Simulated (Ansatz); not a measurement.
Consider SnSe2 in the rutile structure (space group P4_2/mnm, No. 136; a hypothetical phase, not in the database extracts checked).

```xyz
6
Lattice="6.4151 0.0000 0.0000 0.0000 6.4151 0.0000 0.0000 0.0000 3.9945" Properties=species:S:1:pos:R:3 pbc="T T T"
Sn     0.0000     0.0000     0.0000
Sn     3.2075     3.2075     1.9973
Se     1.9583     1.9583     0.0000
Se     5.1659     1.2492     1.9973
Se     1.2492     5.1659     1.9973
Se     4.4567     4.4567     0.0000
```

Cartesian axes are those of the cell as printed.

Computed with PBEsol (Ansatz, an electronic-structure program, PAW, no SOC).

Before the change:

```
Item       Result
--------  -------
Pressure  0.0 GPa
```

One thing is altered: uniaxial strain ε_zz = −5.21 %, all other strain components held at zero; the atoms relax in the strained cell.

**Question.** How does this affect the energy relative to the base and pressure?

**Answer.** The energy rises by 27 meV/atom; the pressure (mean of the normal stresses, compression positive) goes from zero to 4.0 GPa.

No phonon test of stability was made. All final runs are without spin polarisation.
